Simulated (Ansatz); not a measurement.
SiH4 on the (100) surface of germanium (2x1 monohydride; a constructed slab, bottom: dihydride, held), one in a cell of 66 Å², energies for each. Energies are against SiH4(g), without zero-point or thermal terms; each row is named by its start.

Level of theory: PBE with D3(BJ) dispersion (plane waves to 420 eV, PAW; Ansatz, an electronic-structure program).

Model: 49-atom slab, 12.3 Å thick at the start with caps and adatoms under the adsorbate (thin: gaps and levels are the slab's own), 3x3x1 mesh, Fermi-Dirac 0.01 eV, dipole correction, 24 atoms held, the rest relaxed; each run with such symmetry as its start has; no spin, no spin-orbit, no U.

A negative adsorption energy means that the adsorbate is more stable on the surface than in its reference. Heights count from the host atoms within 0.3 Å of the top one.

| starting site | E_ads (eV) | height (Å) | nearest host atom (Å) | bonded to | change of the vacuum step (eV) | lateral drift (Å) |
|---|---|---|---|---|---|---|
| top H | -0.13 | 2.76 | H 2.79 | none within bonding distance | 0.04 | 0.1 |
| hollow H-H-H-H over Ge at depth 4.3 Å | -0.16 | 2.48 | H 3.47 | none within bonding distance | -0.03 | 0.5 |
| bridge H-H (span 4.1 Å) | -0.14 | 2.59 | H 3.33 | none within bonding distance | -0.04 | 0.2 |
| bridge H-H (span 3.6 Å) | -0.15 | 2.55 | H 2.92 | none within bonding distance | 0.02 | 0.4 |
